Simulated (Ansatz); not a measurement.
Consider YN in the rock salt structure (space group Fm-3m, No. 225; a = 4.8957 Å). Axes: x, y, z lie along the cube axes.

Level of theory: DFT with r2SCAN, PAW potentials and a 500 eV plane-wave cutoff in Ansatz (an electronic-structure program), spin-orbit coupling left out.

Strains are applied to the cell and any free atomic positions relax; under biaxial strain the out-of-plane vector relaxes too.

One change was made to it. Results:

The pressure (mean of the normal stresses, compression positive) goes from zero to -1.21 GPa; the band gap shrinks by 0.02 eV (0.58 eV → 0.56 eV); the valence-band top at Γ (three highest levels, from the VBM) changes from 0.00, 0.00, 0.00 eV to 0.00, -0.03, -0.03 eV.

Task: Which of these changes matches the shifts?
A) biaxial strain +1.00 %, plane normal [001], relaxed out of plane
B) biaxial strain +2.50 %, plane normal [001], relaxed out of plane
C) biaxial strain +0.50 %, plane normal [001], relaxed out of plane
D) biaxial strain +2.00 %, plane normal [001], relaxed out of plane

Result: C, biaxial strain +0.50 %, plane normal [001], relaxed out of plane. For comparison, the valence-band top at Γ in the other runs: biaxial strain +1.00 %, plane normal [001], relaxed out of plane gives 0.00, -0.06, -0.06 eV; biaxial strain +2.50 %, plane normal [001], relaxed out of plane gives 0.00, -0.15, -0.15 eV; biaxial strain +2.00 %, plane normal [001], relaxed out of plane gives 0.00, -0.12, -0.12 eV.

Whether these cells are dynamically stable was not tested.
